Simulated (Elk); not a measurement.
A self-consistent single point of Ag (Fm-3m, 1 atom in the cell) with Elk.

Level of theory: PBE, all-electron FP-LAPW, Elk's shipped species files, APW+lo basis with extra local orbitals (Elk 10.2.4).

```xyz
1
Lattice="0.0000 2.0552 2.0552 2.0552 0.0000 2.0552 2.0552 2.0552 0.0000" Properties=species:S:1:pos:R:3 pbc="T T T"
Ag     0.0000     0.0000     0.0000
```

Reference input (self-consistent single point, DFT, PBE, all-electron FP-LAPW, Elk's shipped species files, APW+lo basis with extra local orbitals): xctype = 20; rgkmax = 8; stype = 3; swidth = 0.00367493 Ha; ngridk = 14 14 14; gmaxvr = 14 1/bohr; nxlo = 2; lorbcnd = true; rmtscf = 0.99; lmaxi = 2. This run's input differs from it in these lines:

```diff
@@ -25,6 +25,6 @@
 stype
-  3
+  1
 
 swidth
-  0.00367493
+  0.0183747
 
@@ -45,3 +45,3 @@
 ngridk
-  14 14 14
+  23 23 23
```

Output, abridged:

```
│ Self-consistent loop started │
│ Loop number : 1 │
 total energy                :     -5315.12573724
│ Loop number : 2 │
 total energy                :     -5315.34191517
RMS change in Kohn-Sham potential (target) :   0.1337340737     (  0.1000000000E-05)
Absolute change in total energy (target)   :   0.2161779320     (  0.1000000000E-03)
│ Loop number : 3 │
 total energy                :     -5315.56422679
RMS change in Kohn-Sham potential (target) :   0.1282090941     (  0.1000000000E-05)
Absolute change in total energy (target)   :   0.2763561103     (  0.1000000000E-03)
│ Loop number : 4 │
   [... lines left out ...]
Absolute change in total energy (target)   :   0.8576290929E-03 (  0.1000000000E-03)
│ Loop number : 14 │
 total energy                :     -5317.39119373
RMS change in Kohn-Sham potential (target) :   0.9159603975E-07 (  0.1000000000E-05)
Absolute change in total energy (target)   :   0.2533478373E-03 (  0.1000000000E-03)
│ Loop number : 15 │
 total energy                :     -5317.39119056
RMS change in Kohn-Sham potential (target) :   0.4398039260E-07 (  0.1000000000E-05)
Absolute change in total energy (target)   :   0.6650527939E-04 (  0.1000000000E-03)
Convergence targets achieved

│ Loop number : 16 │

Energies :
 Fermi                       :     0.247779432765
 total energy                :     -5317.39118981

Density of states at Fermi energy :    7.859232688
 (states/Hartree/unit cell)

Estimated indirect band gap :   0.1592105565E-02
 from k-point    165 to k-point    218
Estimated direct band gap   :   0.1085426599
 at k-point    218

Charges :
 core                        :    28.00000000
 valence                     :    19.00000000
 interstitial                :    1.085221772
 muffin-tins (core leakage)
  species :    1 (Ag)
   atom    1                 :    45.91477823     (  0.1639886449E-08)
 total in muffin-tins        :    45.91477823
 total calculated charge     :    46.99974253
 total charge                :    47.00000000
 error                       :   0.2574701333E-03

│ Self-consistent loop stopped │
```

The run converged in 16 iterations. The count includes the last loop, which Elk runs after its targets are met. 

The starting cell has typed, rounded lattice constants, without a prior relaxation at this level. Its lattice was rescaled by up to half a per cent. Values depend on the basis (sphere radii, cutoffs, local orbitals), which need not be converged. The log's line on a gap gives a spacing of levels on this mesh, which the program prints for metals too.

Cost on one core of a shared machine: roughly 50 s.
